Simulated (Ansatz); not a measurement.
The starting structures come from a database of crystals and need not be the phases stable at ambient conditions.

By PBEsol, the system below comes out a metal.

A figure of merit of an interconnect metal is its ballistic conductance per area.

Here is the system:

```
ScC
1.0
    3.31333     0.00000     0.00000
    0.00000     4.68575     0.00000
    1.65666     2.34287     1.65666
Sc C
1 1
Direct
  0.00000   0.00000   0.00000
  0.00000   0.50000   0.00000
```

Space group of this cell: Fm-3m, rock salt. The cell is taken as given; by PBEsol its mean pressure is -5.2 GPa.

The current flows along the normal of the first two printed cell vectors, the (110) plane of the conventional cell. No spin-orbit coupling; the value is a mean over 0.1 eV about the Fermi level.

Question: Give the ballistic conductance per area that PBEsol in Ansatz (a program for electronic structure) yields.

Answer: 1.2 × 10¹⁵ S/m² for both spins.
